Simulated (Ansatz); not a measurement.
## A computed series for BaTiO3: pressure series

The reference is BaTiO$_{3}$ (space group R3m, No. 160; a = 5.6353 Å, c = 6.9259 Å (hexagonal axes)).

Cell and atoms are relaxed at each pressure.

Calculations: plane-wave PAW DFT at the PBEsol level (Ansatz, a program for electronic structure, 420 eV), no spin-orbit coupling, earlier PAW set.

Candidates:
(a) pressure 1.5 GPa
(b) pressure 3 GPa
(c) pressure 5 GPa
(d) pressure 0.3 GPa

For the base:

```
Quantity    Value
--------  -------
Band gap  2.32 eV
```

Order them by band gap, lowest first.

(c) pressure 5 GPa (2.08 eV), (b) pressure 3 GPa (2.17 eV), (a) pressure 1.5 GPa (2.24 eV), (d) pressure 0.3 GPa (2.30 eV)

Load acts through the strain it causes; cell and atoms are relaxed under it. Stability against distortions was not tested. Competing high-pressure phases were not computed. All final runs are without spin polarisation. This is not the structure that BaTiO3 has at room temperature and ambient pressure.
